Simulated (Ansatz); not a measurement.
Take GaSb in the zinc blende structure (space group F-43m, No. 216; a = 6.132 Å) as the base.

Method: Ansatz (an electronic-structure program) r2SCAN, no spin-orbit coupling.

Before the change:

- Valley order: Γ 0.41 eV; L along ⟨111⟩ 0.68 eV; a point along ⟨100⟩, about 0.9 Å⁻¹ from Γ 1.10 eV

Now apply this change: the cell is scaled by 1.0050 in all directions, atoms relaxed at fixed cell.

Task: How does this affect the valley order?

Result: The valley order (the lowest conduction-band minima on the path, energy above the VBM, named in the base's zone) goes from Γ 0.41 eV; L along ⟨111⟩ 0.68 eV; a point along ⟨100⟩, about 0.9 Å⁻¹ from Γ 1.10 eV to Γ 0.30 eV; L along ⟨111⟩ 0.65 eV; a point along ⟨100⟩, about 0.9 Å⁻¹ from Γ 1.11 eV.

Task: Estimate the effect on the energy relative to the base.

Result: The energy grows by 1.0 meV/atom.

Spin-orbit coupling, missing from the scalar runs, can matter with Sb. The levels and masses belong to the bands next to the band gap. The cells carry an imposed strain or load. Stability against distortions was not tested.
